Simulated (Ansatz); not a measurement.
# Pressure series in SrO

The parent structure is SrO in the rock salt structure (space group Fm-3m, No. 225; a = 5.195 Å).

Cell and atoms are relaxed at each pressure.

The values are results of Ansatz (a program for electronic structure) PBE, scalar-relativistic without spin-orbit coupling, not measurements.

```csv
case,smallest direct gap,density
base,3.42 eV,4.91 g/cm³
pressure −2 GPa,3.44 eV,4.79 g/cm³
pressure −1 GPa,3.43 eV,4.85 g/cm³
pressure 0.3 GPa,3.42 eV,4.93 g/cm³
pressure 0.7 GPa,3.42 eV,4.95 g/cm³
pressure 1.5 GPa,3.41 eV,4.99 g/cm³
pressure 3 GPa,3.39 eV,5.07 g/cm³
pressure 5 GPa,3.36 eV,5.17 g/cm³
pressure 7.5 GPa,3.33 eV,5.29 g/cm³
pressure 10 GPa,3.30 eV,5.40 g/cm³
```

The program warned that an SCF state here may not be the lowest one. Load acts through the strain it causes; cell and atoms are relaxed under it. Stability against distortions was not tested. Competing high-pressure phases were not computed.
